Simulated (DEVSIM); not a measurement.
System: abrupt Si n-p junction, at 300 K.

| layer (left to right) | material | thickness (μm) | Nd (cm⁻³) | Na (cm⁻³) | τn (s) | τp (s) |
|---|---|---|---|---|---|---|
| 1 | Si | 1.40 | 1.5e18 | - | 2.9e-7 | 2.9e-7 |
| 2 | Si | 67.0 | - | 2.4e14 | 2.9e-7 | 2.9e-7 |

Left contact: ohmic. Right contact: ohmic. Voltage is applied to the left contact. Recombination: SRH at mid-gap, Auger. Gap narrowing is on: ΔEg = 6.92 meV × (l + √(l² + 0.5)), l = ln(N/1.3e17 cm⁻³), shared equally by both band edges. Mobility is μmin + (μ − μmin)/(1 + (N/Nref)^α).

Constants are typed, rounded textbook-type inputs, not results; the design itself was drawn at random and stands for no fabricated device. Values at 300 K.

```tsv
parameter	Si
gap (eV)	1.124
affinity (eV)	4.05
permittivity	11.7
Nc (cm⁻³)	2.86e19
Nv (cm⁻³)	3.1e19
μn (cm²/Vs)	1417
μp (cm²/Vs)	470
μn,min	52
μp,min	45
Nref,n	9.7e16
Nref,p	2.2e17
αn	0.68
αp	0.72
Cn (cm⁶/s)	2.8e-31
Cp (cm⁶/s)	9.9e-32
```

Simulated with DEVSIM: 1D drift-diffusion, Boltzmann statistics, complete ionisation; no tunnelling, impact ionisation, image-force lowering or self-heating.

Question: Tabulate band edges, carrier densities and field at -0.9 V on the left contact.

Answer: Energies count from the Fermi level of the right contact; mesh points crowd at the junctions.

```csv
x (μm),Ec (eV),Ev (eV),n (cm⁻³),p (cm⁻³),field (V/cm)
0.000,0.976,-0.113,1.5e18,290,≈ 0
0.03670,0.976,-0.113,1.5e18,2.0e12,≈ 0
0.1275,0.976,-0.113,1.5e18,7.1e12,≈ 0
0.3522,0.976,-0.113,1.5e18,2.0e13,≈ 0
0.9905,0.976,-0.113,1.5e18,5.5e13,≈ 0
1.249,0.976,-0.113,1.5e18,7.0e13,≈ 0
1.354,0.976,-0.113,1.5e18,7.6e13,≈ 0
1.404,1.033,-0.091,1.7e17,1.9e14,36000
1.448,1.098,-0.026,1.4e16,2.3e15,6300
1.561,1.120,-0.004,5.7e15,5.4e15,320
1.848,1.121,-0.003,5.4e15,5.6e15,≈ 0
2.980,1.120,-0.004,5.2e15,5.5e15,≈ 0
5.475,1.118,-0.006,4.8e15,5.1e15,≈ 0
11.85,1.111,-0.013,4.0e15,4.2e15,-13
37.53,1.057,-0.067,1.8e15,2.1e15,-32
56.33,0.971,-0.153,8.6e14,1.1e15,-66
63.69,0.909,-0.214,4.6e14,7.0e14,-110
66.57,0.869,-0.254,2.5e14,4.8e14,-180
67.88,0.839,-0.285,9.9e13,3.2e14,-320
68.21,0.827,-0.297,4.3e13,2.7e14,-390
68.34,0.822,-0.302,1.5e13,2.5e14,-410
68.40,0.819,-0.304,490000,2.4e14,-420
```
